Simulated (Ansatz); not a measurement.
Start from TiO2 in the rutile structure (space group P4_2/mnm, No. 136; a = 4.5481 Å, c = 2.9171 Å). Axes: x, y, z lie along a, b, c of the conventional cell.

Calculations: LDA in Ansatz (plane waves to 420 eV, PAW, no SOC).

Strains are applied to the cell and any free atomic positions relax.

One change was made to it. Results:

The energy rises by 4.4 meV/atom; the band gap shrinks by 0.01 eV, from 1.86 eV to 1.85 eV.

What was done to the base?
A) tensor shear ε_xz = +1.67 %
B) tensor shear ε_xz = +1.33 %
C) tensor shear ε_xz = +1.00 %

A, tensor shear ε_xz = +1.67 %. For comparison, the energy relative to the base in the other runs: tensor shear ε_xz = +1.00 % gives +1.6 meV/atom; tensor shear ε_xz = +1.33 % gives +2.8 meV/atom.

Stability against distortions was not tested. All final runs are without spin polarisation.

Ansatz is an electronic-structure program.
